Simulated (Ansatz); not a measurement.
H interstitial started on C (metastable 2H silicon carbide host)

Computed with PBE, PAW (plane waves to 420 eV; Ansatz, a program for electronic structure). A 3×2×2 supercell of 96 sites was used; the energies come from a 2×2×2 shifted sampling of its zone. Site at the start: bound to C, open side. Finite-size correction: monopole term and site-potential alignment. Dielectric constants: PBE linear response of the host. Host gap at this level: 2.31 eV. These values are not converged in cell size to better than tenths of an eV. PBE underestimates the host's gap, which shifts levels and can delocalise carriers. Spin–orbit coupling is left out. Each state is the lowest found from its start.

Formation energies E_f are given with the Fermi level at the valence-band maximum. Chemical conditions: C-rich (Δμ(H) = -0.32 eV, bounded by CH4 molecule; only phases computed here count, gases as isolated molecules at 0 K); Si-rich (Δμ(H) = -0.22 eV, bounded by CH4 molecule; only phases computed here count, gases as isolated molecules at 0 K). Reference phases: H: H2 molecule in a box.

The name describes the start; the neighbours show where the added atom ended.

```
charge         moment (μB)  largest move off a lattice site (Å)                 neighbours of the added atom at the end (Å)  image correction with alignment (eV)  E_f, C-rich (eV)  E_f, Si-rich (eV)
------  ------------------  -----------------------------------  ----------------------------------------------------------  ------------------------------------  ----------------  -----------------
+1      not spin-polarised                                 0.13  C 1.12, Si 1.90, Si 1.95, Si 2.11, C 2.16, C 2.21, Si 2.59                                  0.21              1.51               1.41
0                      1.0                                 0.03           Si 1.92, Si 1.92, Si 1.93, C 2.13, C 2.13, C 2.13                                  0.00              3.13               3.03
−1      not spin-polarised                                 0.12                                   Si 1.78, Si 1.78, Si 1.78                                  0.16              3.85               3.75
```

No other site or start that was run ended lower by more than 0.1 eV.

Transition levels above the valence-band maximum: ε(+1/0) = 1.62 eV; ε(0/−1) = 0.72 eV. On the lower envelope of the bound states, inside the gap: (+1/−1) at 1.17 eV; the others aren't thermodynamic.

Flagged in the runs: a host whose relaxation on this sampling wasn't shown to rest.
